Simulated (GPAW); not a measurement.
Worked example: self-consistent single point of Pt (Fm-3m, 1 atom in the cell) in GPAW.

Method: PBEsol, GPAW PAW datasets PBEsol (made by gpaw-setup) (plane waves; GPAW).

```xyz
1
Lattice="0.0000 1.9541 1.9541 1.9541 0.0000 1.9541 1.9541 1.9541 0.0000" Properties=species:S:1:pos:R:3 pbc="T T T"
Pt     0.0000     0.0000     0.0000
```

Reference input (self-consistent single point, DFT PBEsol, plane waves, GPAW PAW datasets PBEsol (made by gpaw-setup)): mode = pw; ecut = 600 eV; xc = PBEsol; kpts = 12 12 12; mesh shift (steps) = 0 0 0; occupations.name = methfessel-paxton; occupations.width = 0.1 eV; occupations.order = 0; nbands = -5; convergence.density = 1e-05 e/electron; convergence.energy = 1e-05 eV/electron; symmetry.symmorphic = false. This run's input differs from it in these lines:

```diff
@@ -13,4 +13,4 @@
             xc='PBEsol',
-            kpts={'size': (12, 12, 12), 'gamma': True},
-            occupations={'name': 'methfessel-paxton', 'width': 0.1, 'order': 0},
+            kpts={'size': (20, 20, 20), 'gamma': True},
+            occupations={'name': 'methfessel-paxton', 'width': 0.2, 'order': 0},
             nbands=-5,
```

The program printed (abridged):

```
     iter     time        total  log10-change:
                         energy   eigst   dens
iter:   1 --:--:--    -7.766275
iter:   2 --:--:--    -7.690992   -1.54  -1.43
iter:   3 --:--:--    -7.381769   -1.45  -1.46
iter:   4 --:--:--    -7.306400   -2.70  -1.86
iter:   5 --:--:--    -7.301064   -2.80  -2.21
iter:   6 --:--:--    -7.301202   -4.09  -2.91
iter:   7 --:--:--    -7.300203   -4.57  -2.91
iter:   8 --:--:--    -7.300646   -4.16  -3.09
iter:   9 --:--:--    -7.300647   -5.71  -4.28
iter:  10 --:--:--    -7.300647c  -7.13  -4.26
iter:  11 --:--:--    -7.300649c  -6.66  -4.06
iter:  12 --:--:--    -7.300649c  -7.08  -4.46
iter:  13 --:--:--    -7.300649c  -7.67c -4.99
iter:  14 --:--:--    -7.300649c  -9.81c -5.55c
Converged after 14 iterations.

Dipole moment: (-0.000000, -0.000000, -0.000000) |e|*Ang

Energy contributions relative to reference atoms: (reference = -500235.591001)

Kinetic:         -6.746927
Potential:       +5.050277
External:        +0.000000
XC:              -5.007806
Entropy (-ST):   -0.034113
Local:           -0.579136
SIC:             +0.000000
--------------------------
Free energy:     -7.317705
Extrapolated:    -7.300649

Showing only first 2 kpts
 Kpt  Band  Eigenvalues  Occupancy
  0     6      8.33134    2.00000
  0     7     10.52225    2.00000
  0     8     10.52225    2.00000
  0     9     27.20787    0.00000

  1     6      8.40147    2.00000
  1     7     10.42088    2.00000
  1     8     10.55841    2.00000
  1     9     27.42297    0.00000

Fermi level: 12.17888

No gap
No difference between direct/indirect transitions
Energy (eV): -7.300649

Forces in eV/Ang:
  0 Pt   -0.00000    0.00000    0.00000

Stress tensor:
    -0.012976     0.000000     0.000000
     0.000000    -0.012976    -0.000000
     0.000000    -0.000000    -0.012976
Stress (GPa, Voigt): [-2.079 -2.079 -2.079 -0.     0.     0.   ]
```

The run converged in 14 iterations. GPAW prints stress with tension positive. Against the reference run the free energy drops by 11.1 meV/atom and the pressure hardly changes (2.03 to 2.08 GPa).

The starting cell has typed, rounded lattice constants, without a prior relaxation at this level. Its lattice was rescaled by up to half a per cent. Spin polarisation is off.

Cost on one core of a shared machine: roughly 50 s.
